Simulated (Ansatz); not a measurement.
We consider double-hcp Pr, described by PBEsol (Ansatz, a first-principles code, PAW).

Settings: plane-wave cutoff 520 eV, 18×18×6 k mesh (along the axes of the cell as run), Fermi–Dirac smearing 0.05 eV, spin-polarised with parallel moments, scalar-relativistic PAW data made under PBE.

Cell (relaxed at this level):

```xyz
4
Lattice="1.6057 -2.7811 0.0000 1.6057 2.7811 0.0000 0.0000 0.0000 10.5370" Properties=species:S:1:pos:R:3 pbc="T T T"
Pr     0.0000     0.0000     5.2685
Pr     0.0000     0.0000     0.0000
Pr     1.6057     0.9270     2.6342
Pr     1.6057    -0.9270     7.9027
```
Starting moments (μB, in the order of the record's atoms Pr Pr Pr Pr): 2.0 2.0 2.0 2.0.

### Question
What does this level give for the bulk modulus?

### Answer

- bulk modulus = 24.7 GPa

The run finds no gap.

Note: the magnetic order was assumed, not searched for or taken from measurement; the 4f shell is treated without U or exact exchange, so its levels and filling can be wrong; the volume lies 32 % below that of the published cell; the bulk modulus comes from volumes at which shape and atoms were relaxed.

Spin–orbit coupling is not included.

Static lattice: no zero-point or thermal effects.

It cost roughly 60 core-minutes of CPU time.
